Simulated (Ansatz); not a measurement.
System: Ga2O3 (C2/m, No. 12, 10 atoms in the cell; start COD 7249717). Method: r²SCAN+rVV10 in Ansatz (plane waves, PAW).

Run with plane-wave cutoff 560 eV, 12×12×6 k mesh (along the axes of the cell as run), Fermi–Dirac smearing 0.01 eV, scalar-relativistic PAW data made under PBE.

Cell (relaxed at this level):

Ga2O3 is taken in the monoclinic space group C2/m (No. 12), Pearson symbol mS20. Cell: a = 12.204 Å, b = 3.032 Å, c = 5.797 Å, α = 90.00°, β = 103.81°, γ = 90.00°. Ga1 on 4i is coordinated by 4 O at 1.830–1.862 Å (tetrahedral). Ga2 on 4i sees 6 O at 1.931–2.069 Å (octahedral). O1 on 4i is coordinated by 1 Ga at 1.862 Å and 3 Ga at 2.005–2.069 Å. O2 on 4i is coordinated by 1 Ga at 1.830 Å and 2 Ga at 1.940 Å. O3 on 4i has 2 Ga at 1.835 Å and 1 Ga at 1.931 Å (trigonal planar). (Neighbours: up to the widest gap in distance over summed covalent radii, below 1.35, at either atom; cation-cation and far metal-metal contacts left out.)
(The calculation used a cell of 10 atoms; values per cell refer to that cell.)

### Question
Predict the band gap.

### Answer

- band gap: 3.06 eV (on the SCF k mesh)

Note: the relaxation could not lower the start's symmetry, so the cell can be a saddle point above a distorted one.

Spin–orbit coupling is not included.

Computed values are for the static lattice.

Ansatz is a first-principles code.
